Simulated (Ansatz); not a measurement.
The starting structures come from a database of crystals and need not be the phases stable at ambient conditions.

 Where the default PAW files enter, the runs use the earlier of Ansatz's two default sets.

Inside the gap of an insulator the Bloch states are evanescent, with a wavenumber k + iκ along the transport direction.

Given:

```xyz
4
Lattice="4.2664 0.0000 0.0000 -2.1332 3.6948 0.0000 2.1332 1.2316 6.9656" Properties=species:S:1:pos:R:3 pbc="T T T"
Pb     2.1332     1.2316     1.8092
Pb     2.1332     3.6948     5.1565
Se     0.0000     0.0000     0.0000
S      0.0000     2.4632     3.4828
```

Space group of this cell: R-3m. The cell was relaxed by PBE-D3(BJ); by PBEsol its mean pressure is -0.8 GPa.

Transport runs along the normal of the first two printed cell vectors, the (001) plane of the conventional cell.

The gap is the functional's own. No spin-orbit coupling. Mid-gap values are interpolated on the energy grid.

Task: Estimate the band gap and the smallest decay constant κ at mid-gap that Ansatz (an electronic-structure program) with PBEsol returns for this system.

Result: Gap 0.24 eV on a 10×10×10 mesh; κ = 0.037 1/Å, at the zone centre.
